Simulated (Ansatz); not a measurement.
Consider CdS in the zinc blende structure (space group F-43m, No. 216; a = 5.927 Å).

Calculations: Kohn–Sham DFT with the PBE functional, run in Ansatz (a program for electronic structure) with PAW and 420 eV plane waves, scalar-relativistic without spin-orbit coupling.

One change was made to it. Results:

| quantity | base | after |
|---|---|---|
| band gap | 1.04 eV | 1.42 eV |
| lattice parameter a | 5.927 Å | 5.574 Å |
| hole mass (degenerate bands, along [100]) | 0.13, 0.82, 0.82 mₑ (at Γ) | 0.15, 0.64, 0.64 mₑ (at Γ) |
| width of the top valence band | 2.02 eV | 2.70 eV |

### Question
Which of these changes matches the shifts?
A) pressure 100 GPa
B) pressure 7 GPa
C) pressure 15 GPa
D) pressure 75 GPa
E) pressure −1 GPa

### Answer
C, pressure 15 GPa. For comparison, the band gap in the other runs: pressure 75 GPa gives 1.78 eV; pressure 7 GPa gives 1.26 eV; pressure 100 GPa gives 1.80 eV; pressure −1 GPa gives 1.00 eV.

Load acts through the strain it causes; cell and atoms are relaxed under it. Masses are band curvatures over ±0.01 Å⁻¹ around the edge. Whether these cells are dynamically stable was not tested. Tetrahedral semiconductors of this kind turn to denser phases somewhere between about 1 and 50 GPa; those were not computed, so compressed cells here can lie past the real transition.
